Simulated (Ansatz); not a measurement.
## BP in the zinc blende structure (space group F-43m, No. 216)

```
BP
1.0
    0.00000     2.26828     2.26828
    2.26828     0.00000     2.26828
    2.26828     2.26828     0.00000
P B
1 1
Direct
  0.75000   0.75000   0.75000
  0.00000   0.00000   0.00000
```

Computed with r2SCAN/PAW in Ansatz (a quantum-chemistry and plane-wave program), no SOC. k-mesh 12×12×12 (Γ-centred); smearing 0.05 eV (Fermi–Dirac).

| Property | Value |
|---|---|
| Volume per atom | 11.67 Å³ |
| Density | 2.97 g/cm³ |
| Band gap | 1.41 eV, indirect, Γ → Γ–X (83 % along) |
| Electron mass | 1.3 mₑ along k, 0.22 mₑ across |
| Hole mass (degenerate bands, along [100]) | 0.24, 0.24, 0.32 mₑ |
| Lowest conduction-band minima above the VBM | a point along ⟨100⟩, about 1.2 Å⁻¹ from Γ 1.41 eV |
| Total energy | -458.344 eV/atom (σ→0; compares only within this code and set-up) |

Effective masses come from finite differences of ±0.01 Å⁻¹. Along k means along the line from Γ to the band edge. Stability against distortions was not tested.
